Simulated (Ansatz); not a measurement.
# A computed series for NaCl: response to strain

Take NaCl in the rock salt structure (space group Fm-3m, No. 225; a = 5.601 Å) as the base. Axes: x, y, z lie along the cube axes.

Strains are applied to the cell and any free atomic positions relax; under biaxial strain the out-of-plane vector relaxes too.

Calculations: PBEsol (Ansatz, a first-principles code), no SOC.

Candidates:
(a) biaxial strain −0.42 %, plane normal [111], relaxed out of plane
(b) biaxial strain −0.83 %, plane normal [111], relaxed out of plane
(c) biaxial strain −1.25 %, plane normal [111], relaxed out of plane
(d) biaxial strain +0.42 %, plane normal [111], relaxed out of plane
(e) biaxial strain +1.67 %, plane normal [111], relaxed out of plane

**Question.** Order them by out-of-plane strain, lowest first.

**Answer.** (e) biaxial strain +1.67 %, plane normal [111], relaxed out of plane (-1.41 %), (d) biaxial strain +0.42 %, plane normal [111], relaxed out of plane (-0.34 %), (a) biaxial strain −0.42 %, plane normal [111], relaxed out of plane (+0.38 %), (b) biaxial strain −0.83 %, plane normal [111], relaxed out of plane (+0.72 %), (c) biaxial strain −1.25 %, plane normal [111], relaxed out of plane (+1.08 %)

Stability against distortions was not tested.
